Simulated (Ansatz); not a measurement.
Worked example: relaxation of the atoms of C (Cm, 4 atoms in the cell) in Ansatz (a first-principles code).

Level of theory: LDA (PW92), default PAW files made with PBE (plane waves; Ansatz).

The change in words: one atom moved by 0.15 angstrom; relax: default → atoms; relax.f_tol: default → 0.02 eV/Å. Reference geometry:
```yaml
crystal:
  lattice:
    - [1.23086, -2.13468, 0.00000]
    - [1.23086, 2.13468, 0.00000]
    - [0.00000, 0.00000, 7.07132]
  atoms:
    - { symbol: C, position: [0.58314, 0.41686, 0.75572] }
    - { symbol: C, position: [0.41686, 0.58314, 0.24428] }
    - { symbol: C, position: [0.91686, 0.08314, 0.75572] }
    - { symbol: C, position: [0.08314, 0.91686, 0.24428] }
```

Reference input (self-consistent single point, DFT, LDA (PW92), plane waves, default PAW files made with PBE): basis.ecutwfc = 30.9 Ry; kpoints.mp_grid.grid = 15 15 5; hamiltonian.xc = lda; hamiltonian.pseudopotentials = {kind: paw} (the program's default PAW files); scf.occupations.method = gaussian; scf.occupations.width = 0.0073 Ry. This run's input differs from it in these lines:

```diff
@@ -6,3 +6,3 @@
   atoms:
-    - { symbol: C, position: [0.58314000, 0.41686000, 0.75572000] }
+    - { symbol: C, position: [0.58314000, 0.41686000, 0.77693200] }
     - { symbol: C, position: [0.41686000, 0.58314000, 0.24428000] }
@@ -19,2 +19,4 @@
   occupations: { method: gaussian, width: 0.0073 Ry }
+relax:
+  f_tol: 0.02
 output:
```

Log, with long lists cut:

```
   [... SCF lines of the steps left out ...]
relax step   1: F+E_penalty+E_count = -971.70417163 eV  Δ(F+E_penalty+E_count) = +0.000e0 eV  max|allowed force component| = 2.655e0 eV/Å  Δτ_max = 0.0000 Å  (6 SCF iters, dr2 threshold 1.00e-5 eV, accepted)
relax step   2: F+E_penalty+E_count = -971.90071860 eV  Δ(F+E_penalty+E_count) = -1.965e-1 eV  max|allowed force component| = 3.433e-1 eV/Å  Δτ_max = 0.1943 Å  (6 SCF iters, dr2 threshold 1.00e-4 eV, accepted)
relax step   3: F+E_penalty+E_count = -971.90432288 eV  Δ(F+E_penalty+E_count) = -3.604e-3 eV  max|allowed force component| = 3.783e-3 eV/Å  Δτ_max = 0.0298 Å  (5 SCF iters, dr2 threshold 7.36e-6 eV, accepted)
relax step   4: F+E_penalty+E_count = -971.90432293 eV  Δ(F+E_penalty+E_count) = -4.911e-8 eV  max|allowed force component| = 3.616e-3 eV/Å  Δτ_max = 0.0000 Å  (2 SCF iters, accepted)
the relaxation is at rest under the 2 symmetry operations that the run kept from its start: a minimum is not shown …
Stability not checked: this state was not tested for a lower state beside it, because too few of the mixer's solves of this state at the end of the SCF gave a …
Free energy (F): -971.904323 eV
Internal energy: -971.903911 eV  (E = F + TS)
E sigma→0 (E₀):  -971.904117 eV
Entropy (-TS):   -0.000412 eV (-0.103 meV/atom)
Fermi energy:    6.143950 eV
--- Forces (eV/Å), atoms counted from 1 ---
  atom   1  C      0.00000000     0.00361573     0.00343424
   [... lines left out ...]
  atoms:
    - { symbol: C, position: [0.5805211743042579, 0.41947882569574213, 0.7536756241751194] }
    - { symbol: C, position: [0.4194795314450581, 0.5805204685549419, 0.25692956385676957] }
    - { symbol: C, position: [0.913794921472686, 0.08620507852731396, 0.7536878738282581] }
    - { symbol: C, position: [0.08620437277799808, 0.9137956272220019, 0.25691893813985334] }
```

The run converged.  The full log also holds: “iter 5 did not close the SCF: its close was put off for the readings that it lacked (scf_convergence_deferred on its scf_iter line)”.

Summary of the result:
| Item | Value |
|---|---|
| Free energy E − TS (on the zero of these files) | -971.9043 eV |
| Pressure | -6.22 GPa |
| Largest force (vector length) | 0.005 eV/Å |
| Relaxation steps | 4 |

The starting cell comes from a database of computed structures (which also holds hypothetical and non-ambient phases and stackings), without a prior relaxation at this level. Its lattice was rescaled by up to half a per cent. For this run, on top of that: one atom moved by 0.15 angstrom. Ansatz's pressure includes its estimate of the finite-basis (Pulay) stress. Without the estimate this run gives -6.88 GPa.

Cost on one core of a shared machine: roughly 50 s.

Keys are those of Ansatz 0.2.
